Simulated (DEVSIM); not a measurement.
Structure: Al0.25Ga0.75As/GaAs p-n heterojunction, at 350 K.

```
layer (left to right)        material  thickness (μm)  Nd (cm⁻³)  Na (cm⁻³)   τn (s)   τp (s)
---------------------  --------------  --------------  ---------  ---------  -------  -------
1                      Al0.25Ga0.75As            1.00          -     3.6e17  7.3e-10  7.3e-10
2                                GaAs           0.180       2e16          -  7.3e-10  7.3e-10
```

Left contact: ohmic. Right contact: ohmic. Voltage is applied to the left contact. Recombination: SRH at mid-gap, radiative, Auger. Mobility is μmin + (μ − μmin)/(1 + (N/Nref)^α).

Constants are typed, rounded textbook-type inputs, not results; the design itself was drawn at random and stands for no fabricated device. Values at 300 K; Nc and Nv go as T^1.5, mobilities as T to minus their exponent, the gap by Varshni's rule with the affinity fixed.

```tsv
parameter	Al0.25Ga0.75As	GaAs
gap (eV)	1.7357	1.424
affinity (eV)	3.8725	4.07
permittivity	12.19	12.9
Nc (cm⁻³)	6.5e17	4.7e17
Nv (cm⁻³)	9e18	9e18
μn (cm²/Vs)	4375	8500
μp (cm²/Vs)	221	400
μn,min	500	500
μp,min	20	20
Nref,n	6e16	6e16
Nref,p	1.5e17	1.5e17
αn	0.39	0.39
αp	0.38	0.38
T exponent of μn	2.1	2.1
T exponent of μp	2.2	2.2
B (cm³/s)	2e-10	2e-10
Cn (cm⁶/s)	1e-30	1e-30
Cp (cm⁶/s)	1e-30	1e-30
Varshni α (eV/K)	0.000541	0.000541
Varshni β (K)	204	204
```

DEVSIM, 1D drift-diffusion, Boltzmann statistics, complete ionisation; no tunnelling, impact ionisation, image-force lowering or self-heating. Band offsets follow the typed affinities; no thermionic-emission limit at abrupt steps, no polarisation charge.

The thickness of layer 2 was swept, all else fixed.

```json
[
 {"thickness of layer 2 (μm)": "0.036", "dark forward voltage at 100 A/cm² (V)": "0.927", "dark forward voltage at 1 A/cm² (V)": "0.774", "largest field in the device at zero bias (V/cm)": "230000"},
 {"thickness of layer 2 (μm)": "0.063", "dark forward voltage at 100 A/cm² (V)": "0.949", "dark forward voltage at 1 A/cm² (V)": "0.791", "largest field in the device at zero bias (V/cm)": "170000"},
 {"thickness of layer 2 (μm)": "0.11", "dark forward voltage at 100 A/cm² (V)": "0.983", "dark forward voltage at 1 A/cm² (V)": "0.817", "largest field in the device at zero bias (V/cm)": "130000"},
 {"thickness of layer 2 (μm)": "0.18", "dark forward voltage at 100 A/cm² (V)": "…", "dark forward voltage at 1 A/cm² (V)": "…", "largest field in the device at zero bias (V/cm)": "100000"},
 {"thickness of layer 2 (μm)": "0.31", "dark forward voltage at 100 A/cm² (V)": "1.046", "dark forward voltage at 1 A/cm² (V)": "0.886", "largest field in the device at zero bias (V/cm)": "98000"},
 {"thickness of layer 2 (μm)": "0.54", "dark forward voltage at 100 A/cm² (V)": "1.066", "dark forward voltage at 1 A/cm² (V)": "0.904", "largest field in the device at zero bias (V/cm)": "98000"},
 {"thickness of layer 2 (μm)": "0.9", "dark forward voltage at 100 A/cm² (V)": "1.078", "dark forward voltage at 1 A/cm² (V)": "0.912", "largest field in the device at zero bias (V/cm)": "98000"}
]
```

Task: Fill in the missing entries.

Result: 
- 0.18, dark forward voltage at 100 A/cm² (V): 1.019
- 0.18, dark forward voltage at 1 A/cm² (V): 0.852
